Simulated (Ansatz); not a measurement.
Worked calculations on one periodic cell of amorphous Zr₂₀O₄₂Ti: Zr20O42Ti, 63 atoms, volume 800.6 Å³, made by a melt-quench on the CHGNet potential and relaxed with DFT. O atoms were pushed apart under 1.9 Å during the dynamics, to hinder bonds among them. It is a model cell: composition and starting density were chosen by hand, and all elements were melted together. Cycles of charging were run to anneal it. Level of theory: PBE, scalar-relativistic without spin-orbit coupling (plane waves to 420 eV, PAW; Ansatz, a first-principles code). Sampling: a 2×2×2 Γ-centred mesh; Fermi-Dirac width 0.02 eV; no spin polarisation. Its volume was relaxed, its shape was free, and it stands at a mean pressure of 0.0 GPa with stress components up to 0.1 GPa; the relaxation ran on the zone centre alone. Its density went from a set 5.21 to 5.28 g/cm³. The cell is small and was quenched far faster than a real film, so it is one sample of the glass.

Question: Count formal charges (Zr +4, O -2, Ti +4). What does the count lead one to expect at the Fermi level, and what does the calculation give?

Answer: 20 × (+4) + 42 × (-2) + 1 × (+4) = 0. The charges balance, so the anion-derived valence states can be full and a gap can open. On this mesh the highest filled and lowest empty level lie 3.42 eV apart, the PBE gap of this cell.

Four energies for an added electron at PBE on the zone centre alone (charged cells in a uniform background, spin-polarised): neutral at the neutral geometry -110109.426 eV; charged at the neutral geometry -110096.795 eV; charged and relaxed -110096.941 eV; neutral at the charged geometry -110109.081 eV.

Question: Find the two relaxation energies and their sum, the reorganisation energy.

Answer: On charging: -110096.795 − (-110096.941) = 0.146 eV. On discharging: -110109.081 − (-110109.426) = 0.345 eV. The sum is 0.491 eV. The carrier's level spreads over 12 of the 63 atoms' worth, so it counts as partly localised, most on one Zr atom with neighbours O 2.09 Å, O 2.11 Å, O 2.14 Å, O 2.20 Å, O 2.22 Å, O 2.27 Å, O 2.28 Å (neutral geometry). The values are uncorrected: the image energy of a point charge in this cell, 2.84 × 14.40 / (2 × 9.3) = 2.2 eV before screening, is screened by electrons alone at the fixed geometry and by ions too after relaxing, and the carrier can be spread before it relaxes, so each term can be off by up to that value times 1/ε∞, some tenths of an eV. PBE's self-interaction favours spread-out carriers, so a hybrid can localise more.

Four energies for a hole at PBE on the zone centre alone (charged cells in a uniform background, spin-polarised): neutral at the neutral geometry -110109.426 eV; charged at the neutral geometry -110118.500 eV; charged and relaxed -110118.610 eV; neutral at the charged geometry -110109.211 eV.

Question: Find the two relaxation energies and their sum, the reorganisation energy.

Answer: On charging: -110118.500 − (-110118.610) = 0.110 eV. On discharging: -110109.211 − (-110109.426) = 0.215 eV. The sum is 0.325 eV. The carrier's level spreads over 10 of the 63 atoms' worth, so it counts as partly localised, most on one O atom with neighbours Zr 2.07 Å, Zr 2.08 Å, Zr 2.09 Å (neutral geometry). The values are uncorrected: the image energy of a point charge in this cell, 2.84 × 14.40 / (2 × 9.3) = 2.2 eV before screening, is screened by electrons alone at the fixed geometry and by ions too after relaxing, and the carrier can be spread before it relaxes, so each term can be off by up to that value times 1/ε∞, some tenths of an eV. PBE's self-interaction favours spread-out carriers, so a hybrid can localise more.
